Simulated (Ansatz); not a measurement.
SnC (I-4m2), PBE with spin-orbit coupling, rigid bands (Ansatz, a first-principles code): Condition of this run: uniaxial stress along [001] of -7.5 GPa (compression positive) (the target of the relaxation). band gap 0.56 eV, N_c = 5.25e17 cm⁻³ and N_v = 1.83e19 cm⁻³ at 300 K, conductivity masses along z (a = (0.00, 2.48, 2.63) Å; b = (2.48, 0.00, 2.63) Å; c = (2.48, 2.48, 0.00) Å) of 0.102 mₑ (electrons) and 0.563 mₑ (holes). Take k_BT = 0.02585 eV.

Problem. What built-in voltage has an abrupt junction with N_A = 1e17 and N_D = 1e17 cm⁻³, all dopants ionised?

Solution. V_bi = E_g/e − (k_BT/e) ln(N_c N_v/(N_A N_D)) = 0.56 − 0.02585 × 6.87 = 0.38 V. It follows the computed gap one for one.

Problem. What thermal injection velocity √(2k_BT/πm) limits a ballistic channel along the direction named?

Solution. 1.68e7 cm/s for electrons and 7.17e6 cm/s for holes, a ratio of √(m_h/m_e) = 2.35, for dilute carriers.

Problem. Find the intrinsic carrier density and the intrinsic Fermi level.

Solution. n_i = √(N_c N_v) exp(−E_g/2k_BT) = 3.10e18 × exp(−10.83) = 6.1e13 cm⁻³. The level lies (k_BT/2) ln(N_v/N_c) = 46 meV from mid-gap (positive towards the conduction band). Each 0.1 eV added to the gap lowers n_i by a factor of 6.9.

Rigid, parabolic bands with the computed gap; masses take one relaxation time for all states. Geometry: cell and atoms relaxed with PBEsol.

Computed structure with no diffraction record at hand here (it may be known, metastable or hypothetical): SnC (I-4m2).
